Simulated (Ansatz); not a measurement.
Start from CrCuO2 (space group R-3m, No. 166; a = 3.013 Å, c = 17.112 Å (hexagonal axes); ferromagnetic).

Computed with DFT with PBE, PAW potentials and a 420 eV plane-wave cutoff in Ansatz (a quantum-chemistry and plane-wave program), without spin-orbit coupling.

For the base:

Smallest direct gap: 1.29 eV
Largest site moment: 2.42 μB
Band gap: 1.08 eV

The change: a hydrostatic pressure of 0.7 GPa.

**Question.** How does this affect the smallest direct gap?

**Answer.** The smallest direct gap stays 1.29 eV.

**Question.** How does this affect the largest site moment?

**Answer.** The largest site moment remains 2.42 μB.

**Question.** How does this affect the band gap?

**Answer.** The band gap is still 1.08 eV.

Load acts through the strain it causes; cell and atoms are relaxed under it. No phonon test of stability was made. No Hubbard U is applied and the magnetic state is the run's own (CrCuO2 ferromagnetic); other magnetic orders, which need larger cells, were not tried and can change the gap.
